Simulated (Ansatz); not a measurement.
Consider SnO$_{2}$ in the rutile structure (space group P4_2/mnm, No. 136; a = 4.7692 Å, c = 3.2120 Å).

Method: PBEsol (Ansatz, an electronic-structure program), no spin-orbit coupling.

It is then changed as follows: an isotropic linear strain of +1.20 %; the atoms relax in the strained cell.

**Question.** What happens to the energy relative to the base and mean gap deformation potential ΔEg/Δln V?

**Answer.** The energy increases by 9.1 meV/atom; the mean gap deformation potential ΔEg/Δln V is -10.4 eV.

No phonon test of stability was made.
